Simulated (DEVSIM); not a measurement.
Structure: TaN/SiO2/p-Ge capacitor, at 300 K.

Layer 1 from the left is SiO2, thickness (nm) 6.90. Layer 2 from the left is Ge, thickness (nm) 5200, Na (cm⁻³) 1.3e16.

Metal gate on the left, work function 4.4 eV. Fixed charge at the semiconductor interface -6e10 cm⁻² (in units of +e); interface traps 4.3e12 cm⁻² eV⁻¹, uniform in energy, neutral level at 0.7 of the gap above the valence band.

The device is made up for the run: typed textbook-type constants, with dimensions and the other settings drawn at random. Values at 300 K.

SiO2: gap (eV) 9, affinity (eV) 0.9, permittivity 3.9. Ge: gap (eV) 0.664, affinity (eV) 4, permittivity 16, Nc (cm⁻³) 1.04e19, Nv (cm⁻³) 6e18.

Model (solved in DEVSIM): 1D Poisson equation in equilibrium, Boltzmann statistics, complete ionisation; no quantum confinement or tunnelling. Metal contacts follow the ideal Schottky-Mott rule: no Fermi-level pinning, no interface dipoles.

**Question.** What does the simulation give for the threshold voltage (band bending 2φF), the flat-band voltage, the minimum of the low-frequency capacitance?

**Answer.** threshold voltage (band bending 2φF) 0.37 V; flat-band voltage -0.51 V; minimum of the low-frequency capacitance 0.304 μF/cm².
